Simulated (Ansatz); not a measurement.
Consider O vacancy in alpha quartz, neutral cell. All values below come from PBE, PAW (plane waves to 420 eV; Ansatz, a first-principles code).

72-site cell at the relaxed PBE lattice, the Γ point alone, smearing 0.01 eV, spin-restricted, no finite-size correction. Energies are static. The charge state is imposed; whether it is stable for some Fermi level was not computed. Forms of the defect that were not tried may lie lower.

Barriers: single points on a 2×2×2 k-point mesh shifted by half a step along c at the bands' geometries.

The step: one O atom jumps into the vacancy from a nearby O site. Atoms about the jump, Cartesian Å from the middle of the jump, before and after:

| atom | x0 | y0 | z0 | x1 | y1 | z1 |
|---|---|---|---|---|---|---|
| O1 | -0.65 | -0.37 | 0.76 | 0.65 | 0.37 | -0.76 |
| Si2 | -0.33 | 0.93 | -0.20 | -0.64 | 0.75 | 0.20 |
| Si3 | -1.76 | -1.04 | 1.76 | -1.70 | -0.93 | 1.66 |
| Si4 | 1.65 | 1.01 | -1.66 | 1.78 | 1.01 | -1.76 |
| O5 | -1.67 | 1.21 | -1.11 | -1.83 | 1.26 | -0.80 |
| O6 | -0.18 | 2.21 | 0.80 | -0.22 | 2.05 | 1.11 |
| O7 | 2.21 | -2.31 | 1.10 | 2.11 | -2.30 | 1.11 |
| O8 | 0.93 | -2.98 | -1.11 | 0.90 | -3.07 | -1.10 |

Task: Predict the transition state.

Result: 
```json
[
 {"atom": "O1", "x": "0.21", "y": "-0.37", "z": "0.00"},
 {"atom": "Si2", "x": "-0.56", "y": "0.98", "z": "0.00"},
 {"atom": "Si3", "x": "-1.71", "y": "-0.93", "z": "1.70"},
 {"atom": "Si4", "x": "1.66", "y": "1.01", "z": "-1.71"},
 {"atom": "O5", "x": "-1.86", "y": "1.31", "z": "-0.89"},
 {"atom": "O6", "x": "-0.20", "y": "2.27", "z": "0.89"},
 {"atom": "O7", "x": "2.19", "y": "-2.39", "z": "1.14"},
 {"atom": "O8", "x": "0.97", "y": "-3.09", "z": "-1.14"}
]
```
It lies 4.64 eV above the start and 4.64 eV above the end. The saddle point's order was not checked, and it lies on a symmetry element of the cell, where a band can be held.
